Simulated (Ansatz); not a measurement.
Fluorite HfO₂ (high-temperature phase), treated with RPBE (PAW; Ansatz, an electronic-structure program).

The input as run:

Ansatz 0.2 input:
```yaml
crystal:
  lattice:
    - [0.0, 2.6167670038, 2.6167670038]
    - [2.6167670038, 0.0, 2.6167670038]
    - [2.6167670038, 2.6167670038, 0.0]
  atoms:
    - { symbol: Hf, position: [0.0, 0.0, 0.0] }
    - { symbol: O, position: [0.25, 0.25, 0.25] }
    - { symbol: O, position: [0.75, 0.75, 0.75] }
basis:
  ecutwfc: 520
  ecutrho_ratio: 4
  xc_grid: 2
kpoints:
  mp_grid: { grid: [12, 12, 12] }
hamiltonian:
  xc: rpbe
  dispersion: none
  pseudopotentials: { kind: paw }
scf:
  occupations: { method: fermi_dirac, width: 0.01 }
  convergence: { dr2_threshold: 0.0000000003 }
output:
  forces: true
  stress: true
  eigenvalues: true
```

Q: How many irreducible k-points, plane waves at Γ does the program set up, and what pressure does the run end with?

A: 72 irreducible k-points, 941 plane waves at Γ; P = -11.94 GPa, so the cell is stretched on average and its volume would shrink at this level.

Excerpt of the program's output:

```
Crystal: 3 atoms, lattice volume = 35.836 Å³
Basis set: ecut = 520 eV, 941 PW (Γ), exchange–correlation on 60×60×60 points (8 copies of the dense FFT grid, shifted against one another)
Bands: 23, of which v1, the nominal top of the filled ones, is band 19 counted from 1 (18 counted from 0)
Symmetry: 48 space group operations
Space group: Fm-3m (ITA 225), of the structure as read, at distance tolerance 3.3e-5 Å
k-points: 72 of 1728
Functional: x = rpbe, c = pbe(β = 0.06672455060314922)
SCF iter   1: F=—  HF=-16877.106002 eV  |F-HF|=—  |Δ(HF+E_count)|=         —  Δρ=5.36e-3  dr2=1.08e-2
SCF iter   2: F=—  HF=-16877.107357 eV  |F-HF|=—  |Δ(HF+E_count)|=   1.35e-3  Δρ=4.66e-3  dr2=5.39e-3
  ...
SCF iter   8: F=—  HF=-16877.106627 eV  |F-HF|=—  |Δ(HF+E_count)|=   1.74e-8  Δρ=3.63e-6  dr2=3.97e-9
SCF iter   9: F=-16877.106627 eV  HF=-16877.106627 eV  |F-HF|=7.28e-12  |Δ(HF+E_count)|=  3.42e-10  Δρ=2.53e-7  dr2=1.44e-11
SCF 1 converged in 9 iterations: F = -16877.106627 eV  dr2 = 1.44e-11
SCF converged after 9 iterations
Free energy (F): -16877.106627 eV
Internal energy: -16877.106627 eV  (E = F + TS)
E sigma→0 (E₀):  -16877.106627 eV
Fermi energy:    16.179672 eV
--- Forces (eV/Å), atoms counted from 1 ---
  atom   1  Hf    -0.00000000    -0.00000000     0.00000000
  atom   2  O      0.00000000     0.00000000     0.00000000
  atom   3  O      0.00000000     0.00000000     0.00000000
--- Stress (GPa, compression-positive) ---
      -11.938136      -0.000000      -0.000000
        0.000000     -11.938136       0.000000
       -0.000000       0.000000     -11.938136
  P = ⅓ Tr σ = -11.9381 GPa (-119.381 kbar)
```

The cell is one volume of an energy–volume scan, off the minimum.

The PAW data were made under PBE.

Note: symmetry holds this phase in the static calculation, where it need not be a minimum. Note: held by symmetry at 0 K, a high-temperature phase can be a saddle point.
